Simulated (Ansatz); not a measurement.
**What biaxial strain −0.50 %, plane normal [001], relaxed out of plane does to InAs**

The reference is InAs in the zinc blende structure (space group F-43m, No. 216; a = 6.1096 Å). Axes: x, y, z lie along the cube axes.

One thing is altered: compressive biaxial strain of 0.50 % in the plane normal to [001], as in epitaxy on a mismatched substrate; the out-of-plane cell vector and the atoms relax.

Computed with r2SCAN (Ansatz, a quantum-chemistry and plane-wave program), without spin-orbit coupling. Γ-centred 9×9×9 mesh, Fermi–Dirac width 0.05 eV.

- Volume per atom = 28.37 Å³ (base 28.51 Å³)
- Space group = I-4m2 (No. 119) (base F-43m (No. 216))
- Shortest interatomic distance = 2.641 Å (base 2.646 Å)
- Energy relative to the base (free energy F) = +0.3 meV/atom
- Band gap = 0.09 eV (base 0.08 eV)
- Gap character = direct at Γ (base direct at Γ)
- Valence-band top at Γ (three highest levels, from the VBM) = 0.00, 0.00, -0.05 eV (base 0.00, 0.00, 0.00 eV)
- Valley order (the lowest conduction-band minima on the path, energy above the VBM, named in the base's zone) = Γ 0.09 eV; L along [111] 1.24 eV (base Γ 0.08 eV; L along ⟨111⟩ 1.25 eV)
- Out-of-plane strain = +0.54 %

No phonon test of stability was made. The zero or small gap of InAs can change with the level of theory. Labels are those of the standard path for the cell's own space group.
